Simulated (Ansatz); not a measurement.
## Pressure series in MoSi2

Start from MoSi2 (space group I4/mmm, No. 139).

MoSi₂ is modelled in the tetragonal space group I4/mmm (No. 139), Pearson symbol tI6. Cell: a = b = 3.1902 Å, c = 7.8206 Å, α = β = γ = 90.00°. Mo on 2a is coordinated by 10 Si at 2.598–2.621 Å and 4 Mo at 3.190 Å. Si on 4e sees 5 Si at 2.579–2.619 Å and 5 Mo at 2.598–2.621 Å. (Neighbours: up to the widest gap in distance over summed covalent radii, below 1.35, at either atom; cation-cation and far metal-metal contacts left out.)
(The calculation used a cell of 3 atoms; values per cell refer to that cell.)

Cell and atoms are relaxed at each pressure.

The values are results of Ansatz (a first-principles code) PBEsol, no spin-orbit coupling, not measurements.

Notes on the quantities. enthalpy: H = E + PV relative to the base's energy.

```tsv
case	enthalpy	density
base	–	6.35 g/cm³
pressure −2 GPa	-0.17 eV/atom	6.29 g/cm³
pressure −1 GPa	-0.08 eV/atom	6.32 g/cm³
pressure 0.3 GPa	+0.02 eV/atom	6.36 g/cm³
pressure 0.7 GPa	+0.06 eV/atom	6.37 g/cm³
pressure 1.5 GPa	+0.12 eV/atom	6.39 g/cm³
pressure 3 GPa	+0.25 eV/atom	6.43 g/cm³
pressure 5 GPa	+0.41 eV/atom	?
pressure 7.5 GPa	+0.61 eV/atom	6.55 g/cm³
pressure 10 GPa	+0.81 eV/atom	6.62 g/cm³
```

**Question.** What belongs in the blanks?

**Answer.** 
- pressure 5 GPa, density: 6.49 g/cm³

Load acts through the strain it causes; cell and atoms are relaxed under it. Whether these cells are dynamically stable was not tested. No other phases were tried under pressure. All final runs are without spin polarisation.
